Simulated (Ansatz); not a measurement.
Response to strain in Sn

The parent structure is Sn in the diamond structure (space group Fd-3m, No. 227; a = 6.474 Å; relaxed with 0.1 eV smearing). Axes: x, y, z lie along the cube axes.

Strains are applied to the cell and any free atomic positions relax; under biaxial strain the out-of-plane vector relaxes too.

Calculations: LDA/PAW in Ansatz (an electronic-structure program), no spin-orbit coupling.

Notes on the quantities. energy relative to the base: free energy F.

```json
[
 {"variant": "base", "energy relative to the base": "0 meV/atom", "out-of-plane strain": "–"},
 {"variant": "biaxial strain −2.50 %, plane normal [001], relaxed out of plane", "energy relative to the base": "+9.1 meV/atom", "out-of-plane strain": "+2.55 %"},
 {"variant": "biaxial strain −2.00 %, plane normal [001], relaxed out of plane", "energy relative to the base": "(withheld)", "out-of-plane strain": "+2.04 %"},
 {"variant": "biaxial strain −1.50 %, plane normal [001], relaxed out of plane", "energy relative to the base": "+3.2 meV/atom", "out-of-plane strain": "+1.53 %"},
 {"variant": "biaxial strain +0.50 %, plane normal [001], relaxed out of plane", "energy relative to the base": "+0.4 meV/atom", "out-of-plane strain": "-0.53 %"},
 {"variant": "biaxial strain +1.00 %, plane normal [001], relaxed out of plane", "energy relative to the base": "+1.4 meV/atom", "out-of-plane strain": "-1.04 %"},
 {"variant": "biaxial strain +1.50 %, plane normal [001], relaxed out of plane", "energy relative to the base": "+3.0 meV/atom", "out-of-plane strain": "-1.56 %"},
 {"variant": "biaxial strain +2.00 %, plane normal [001], relaxed out of plane", "energy relative to the base": "+5.3 meV/atom", "out-of-plane strain": "(withheld)"},
 {"variant": "biaxial strain +2.50 %, plane normal [001], relaxed out of plane", "energy relative to the base": "+8.2 meV/atom", "out-of-plane strain": "-2.62 %"},
 {"variant": "biaxial strain +3.00 %, plane normal [001], relaxed out of plane", "energy relative to the base": "(withheld)", "out-of-plane strain": "-3.15 %"}
]
```

### Question
Complete the table.

### Answer

- biaxial strain −2.00 %, plane normal [001], relaxed out of plane, energy relative to the base: +5.8 meV/atom
- biaxial strain +2.00 %, plane normal [001], relaxed out of plane, out-of-plane strain: -2.09 %
- biaxial strain +3.00 %, plane normal [001], relaxed out of plane, energy relative to the base: +12 meV/atom

No phonon test of stability was made.
